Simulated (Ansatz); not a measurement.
Base system: Na₂Te in the anti-fluorite structure (space group Fm-3m, No. 225; a = 7.246 Å).

The values are results of plane-wave PAW DFT at the PBEsol level (Ansatz, an electronic-structure program, 420 eV), spin-orbit coupling left out, not measurements.

Strains are applied to the cell and any free atomic positions relax.

One change was made to it. Results:

The band gap shrinks by 0.18 eV (2.02 eV → 1.84 eV); the energy rises by 10 meV/atom; the hole mass (degenerate bands, along [100]) is still 0.28, 1.6, 1.6 mₑ (at Γ).

Which change produced these results?
(A) isotropic strain +2.50 %
(B) isotropic strain +3.00 %
(C) isotropic strain −1.50 %

A, isotropic strain +2.50 %. For comparison, the energy relative to the base in the other runs: isotropic strain −1.50 % gives +4.3 meV/atom; isotropic strain +3.00 % gives +15 meV/atom.

Spin-orbit coupling, missing from the scalar runs, can matter with Te. Masses are band curvatures over ±0.01 Å⁻¹ around the edge. No phonon test of stability was made.
